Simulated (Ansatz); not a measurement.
The reference is Fe2O3 in the corundum structure (space group R-3c, No. 167; ferromagnetic).

```
CELL_PARAMETERS angstrom
      2.38682     1.37803     4.43722
     -2.38682     1.37803     4.43722
      0.00000    -2.75606     4.43722
ATOMIC_POSITIONS crystal
  Fe 0.34551 0.34551 0.34551
  Fe 0.15449 0.15449 0.15449
  Fe 0.65449 0.65449 0.65449
  Fe 0.84551 0.84551 0.84551
  O  0.56312 0.93688 0.25000
  O  0.25000 0.56312 0.93688
  O  0.93688 0.25000 0.56312
  O  0.43688 0.06312 0.75000
  O  0.75000 0.43688 0.06312
  O  0.06312 0.75000 0.43688
```

Cartesian axes are those of the cell as printed.

All numbers come from Ansatz (a program for electronic structure) PBE, spin-orbit coupling left out, earlier PAW set.

Strains are applied to the cell and any free atomic positions relax; under biaxial strain the out-of-plane vector relaxes too; under stress the whole cell relaxes.

One change was made to it. Results:

| quantity | base | after |
|---|---|---|
| energy relative to the base (free energy F) | 0 meV/atom | +5.6 meV/atom |
| shortest interatomic distance | 1.895 Å | 1.910 Å |

Task: Which change produced these results?
A. uniaxial stress, 8 GPa compression along z
B. biaxial strain +1.75 %, plane normal [001], relaxed out of plane
C. uniaxial strain ε_zz = +1.46 %
D. biaxial strain +0.47 %, plane normal [001], relaxed out of plane

Result: B, biaxial strain +1.75 %, plane normal [001], relaxed out of plane. For comparison, the energy relative to the base in the other runs: uniaxial stress, 8 GPa compression along z gives +7.9 meV/atom; uniaxial strain ε_zz = +1.46 % gives +2.1 meV/atom; biaxial strain +0.47 %, plane normal [001], relaxed out of plane gives +0.4 meV/atom.

Stability under load was not tested beyond the relaxation. No Hubbard U is applied and the magnetic state is the run's own (Fe2O3 ferromagnetic); small cells can't hold the antiferromagnetic order that many such compounds have, so gaps and moments can be off. In its common phase, real Fe2O3 is an antiferromagnetic insulator at low temperature.
